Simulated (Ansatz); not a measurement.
## Pressure series in TiAl

Take TiAl (space group P4/mmm, No. 123; a = 2.824 Å, c = 4.071 Å) as the base.

Cell and atoms are relaxed at each pressure.

Computed with PBE/PAW in Ansatz (a first-principles code), scalar-relativistic without spin-orbit coupling.

```csv
pressure (GPa),volume per atom (Å³/atom)
-2,16.536
-1,16.382
0,16.235
1.8,15.988
4.2,?
18,14.333
30,13.491
45,12.674
60,12.028
```

Q: Fit the third-order Birch–Murnaghan form P(V) = (3B₀/2)[(V₀/V)^(7/3) − (V₀/V)^(5/3)]·[1 + (3/4)(B₀′ − 4)((V₀/V)^(2/3) − 1)] (squares taken in P) to the rows shown and predict the withheld row.

A: Least squares on the printed values gives V₀ = 16.236 Å³/atom, B₀ = 115 GPa, B₀′ = 3.7; this predicts 15.688 Å³/atom, and the run gives 15.684 Å³/atom, 0.004 lower.

Load acts through the strain it causes; cell and atoms are relaxed under it. Stability against distortions was not tested. No other phases were tried under pressure. All final runs are without spin polarisation.
